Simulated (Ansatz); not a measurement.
Take SiS2 in the 2H-MoS2 type structure (space group P6_3/mmc, No. 194; a = 3.210 Å, c = 11.767 Å; a hypothetical phase, not in the database extracts checked; layered, stacked along the Cartesian z axis) as the base.

(Cell as relaxed with PBE-D3(BJ).)

Levels (all Ansatz, a first-principles code, PAW): PBE-D3(BJ) (420 eV, no spin-orbit coupling); r2SCAN+rVV10 (500 eV, spin-orbit coupling left out).

Each level relaxes its own structure.

| base | PBE-D3(BJ) | r2SCAN+rVV10 |
|---|---|---|
| volume per atom | 17.50 Å³ | 18.23 Å³ |
| lattice parameter a | 3.210 Å | 3.224 Å |
| band gap | zero | zero |

Perturbation: cell and atoms relaxed at a pressure of 9 GPa.

```json
[
 {"quantity": "lattice parameter a", "PBE-D3(BJ)": "3.143 Å", "r2SCAN+rVV10": "[?]"},
 {"quantity": "c/a ratio", "PBE-D3(BJ)": "3.383", "r2SCAN+rVV10": "[?]"}
]
```

Question: What does r2SCAN+rVV10 give?

Answer: 
- lattice parameter a, r2SCAN+rVV10: 3.150 Å
- c/a ratio, r2SCAN+rVV10: 3.499

PBE-D3(BJ)'s lattice parameter a lies 0.007 Å below r2SCAN+rVV10's (0.2 %); PBE-D3(BJ)'s c/a ratio lies 0.116 below r2SCAN+rVV10's. Neither level is exact; r2SCAN+rVV10 is the comparison here, not a measurement.

Load acts through the strain it causes; cell and atoms are relaxed under it. Whether these cells are dynamically stable was not tested. No other phases were tried under pressure. The final runs are not spin-polarised. Gaps under 0.05 eV, about the width of the smearing, are given as zero. The zero or small gap of SiS2 can change with the level of theory.
